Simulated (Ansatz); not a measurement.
Ag: pressure −2 GPa

Start from Ag in the fcc (Cu type) structure (space group Fm-3m, No. 225; a = 4.054 Å).

One thing is altered: a negative pressure, −2 GPa.

Level of theory: PBEsol (Ansatz, a program for electronic structure; PAW; 420 eV plane waves; no spin-orbit coupling). k-mesh 20×20×20 (Γ-centred); smearing 0.05 eV (Fermi–Dirac).

```tsv
quantity	base	changed	shift
volume per atom	16.66 Å³	16.96 Å³	+0.30 Å³
density	10.75 g/cm³	10.56 g/cm³	-0.19 g/cm³
lattice parameter a	4.054 Å	4.078 Å	+0.024 Å
shortest interatomic distance	2.867 Å	2.884 Å	+0.017 Å
band gap	zero	zero	–
```

Final structure:

```
Ag
1.0
    0.00000     2.03924     2.03924
    2.03924     0.00000     2.03924
    2.03924     2.03924     0.00000
Ag
1
Direct
  0.00000   0.00000   0.00000
```

Load acts through the strain it causes; cell and atoms are relaxed under it. No phonon test of stability was made.
